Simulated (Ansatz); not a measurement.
An Ansatz (a program for electronic structure) run: a single point on ZnO, its geometry relaxed with r2SCAN; HSE06 (Ansatz; PAW; 420 eV plane waves; spin-orbit coupling left out).

Input:

Ansatz 0.2 input:
```yaml
crystal:
  lattice:
    - [3.2351837792, 0, 0]
    - [-1.6175918896, 2.8017513387, 0]
    - [0, 0, 5.2114108491]
  atoms:
    - { symbol: Zn, position: [0.6666666667, 0.3333333333, 0.0024126979] }
    - { symbol: Zn, position: [0.3333333333, 0.6666666667, 0.5024126979] }
    - { symbol: O, position: [0.6666666667, 0.3333333333, 0.6227873021] }
    - { symbol: O, position: [0.3333333333, 0.6666666667, 0.1227873021] }
basis: { ecutwfc: 420, ecutrho_ratio: 4, xc_grid: 2, fft_grid_basis: typed }
kpoints: { mp_grid: { grid: [8, 8, 4] } }
hamiltonian:
  xc: hse06
  dispersion: none
  pseudopotentials: { kind: paw }
scf: { occupations: { method: fermi_dirac, width: 0.01 } }
output: { eigenvalues: true, eigenstates: { kpoints: [[0, 0, 0], [0, 0, 0.5], [0.5, 0, 0.5]] } }
```

Output (explanatory and most iteration lines left out):

```
Pseudopotential: Zn, paw, valence charge 12
Pseudopotential: O, paw, valence charge 6
Crystal: 4 atoms, lattice volume = 47.237 Å³
Basis set: ecut = 420 eV, 941 PW (Γ), exchange–correlation on 48×48×72 points (8 copies of the dense FFT grid, shifted against one another)
Bands: 22, of which v1, the nominal top of the filled ones, is band 18 counted from 1 (17 counted from 0)
Symmetry: 12 space group operations
Space group: P63mc (ITA 186), of the structure as read, at distance tolerance 3.6e-5 Å
k-points: 30 of 256 (time reversal used)
Functional: x = pbe(κ = 0.804, μ = 0.2195149727645171), c = pbe(β = 0.06672455060314922), warm-up for x = pbe(κ = 0.804, μ = 0.2195149727645171) + 0.25 (exact …
SCF iter   1: F=—  HF=-7773.666836 eV  |F-HF|=—  |Δ(HF+E_count)|=         —  Δρ=2.29e-3  dr2=1.36e-3  ethr=1.77e-3  ⟨swp⟩=7.9  Hψ=3043  notcnv=0
SCF iter   2: F=—  HF=-7773.666745 eV  |F-HF|=—  |Δ(HF+E_count)|=   9.06e-5  Δρ=1.50e-3  dr2=6.36e-4  ethr=3.78e-6  ⟨swp⟩=5.4  Hψ=2591  notcnv=0  defer=8
SCF 1 stopped early in 3 iterations: F = -7773.666539 eV  dr2 = 9.67e-6
Crystal: 4 atoms, lattice volume = 47.237 Å³
Functional: x = pbe(κ = 0.804, μ = 0.2195149727645171) + 0.25 (exact − pbe) at short range (hse, ω = 0.20786987370883472 Å⁻¹), c = pbe(β = 0.06672455060314922); HSE06 as pw.x's `hse` composes it (authors' and Libxc's form: `xc: wpbeh`)
SCF iter   1: F=—  HF=-7773.454854 eV  |F-HF|=—  |Δ(HF+E_count)|=         —  Δρ=2.66e-2  dr2=1.82e-1  ethr=2.69e-7  ⟨swp⟩=10.3  Hψ=3827  notcnv=0
SCF iter   2: F=—  HF=-7773.397737 eV  |F-HF|=—  |Δ(HF+E_count)|=   5.71e-2  Δρ=4.46e-3  dr2=7.28e-3  ethr=2.69e-7  ⟨swp⟩=5.0  Hψ=3136  notcnv=0
SCF 2 stopped early in 7 iterations: F = -7773.413630 eV  dr2 = 1.04e-5
Crystal: 4 atoms, lattice volume = 47.237 Å³
SCF iter   1: F=—  HF=-7773.412324 eV  |F-HF|=—  |Δ(HF+E_count)|=         —  Δρ=1.72e-4  dr2=9.29e-6  ethr=1.30e-6  ⟨swp⟩=4.6  Hψ=1486  notcnv=0
SCF iter   2: F=—  HF=-7773.412326 eV  |F-HF|=—  |Δ(HF+E_count)|=   1.19e-6  Δρ=2.39e-5  dr2=3.41e-7  ethr=1.96e-10  ⟨swp⟩=2.8  Hψ=3339  notcnv=0  defer=15
SCF 3 converged in 4 iterations: F = -7773.412327 eV  dr2 = 4.33e-9
Free energy (F): -7773.412327 eV
Internal energy: -7773.412327 eV  (E = F + TS)
E sigma→0 (E₀):  -7773.412327 eV
Fermi energy:    7.318486 eV
```

Single points use the geometry relaxed with r2SCAN. Whether these cells are dynamically stable was not tested. The cell is ZnO in the wurtzite structure (space group P6_3mc, No. 186).
